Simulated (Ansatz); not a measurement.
Input:

```yaml
crystal:
  lattice:
    - [0.00000, 2.69786, 2.69786]
    - [2.69786, 0.00000, 2.69786]
    - [2.69786, 2.69786, 0.00000]
  atoms:
    - { symbol: Si, position: [0.00000, 0.00000, 0.00000] }
    - { symbol: Si, position: [0.25000, 0.25000, 0.25000] }
```

The numbers are results of PBE, finite-displacement electron-phonon coupling, linearised Boltzmann equation (plane waves, PAW, scalar-relativistic; Ansatz, a quantum-chemistry and plane-wave program), not measurements. Condition of this run: hydrostatic pressure 4 GPa (the target of the relaxation). Cell: relaxed with this functional, without spin-orbit coupling, then loaded as said.

**Question.** What phonon-limited electron drift mobility does this give at 300 K?

**Answer.** 1480 cm²/(V·s).

Scattering by harmonic phonons alone: no impurities, screening or carrier-carrier scattering, bands fixed at 0 K. From a coarser fine mesh the values given move by up to 5 %. The mesh was bound by memory.
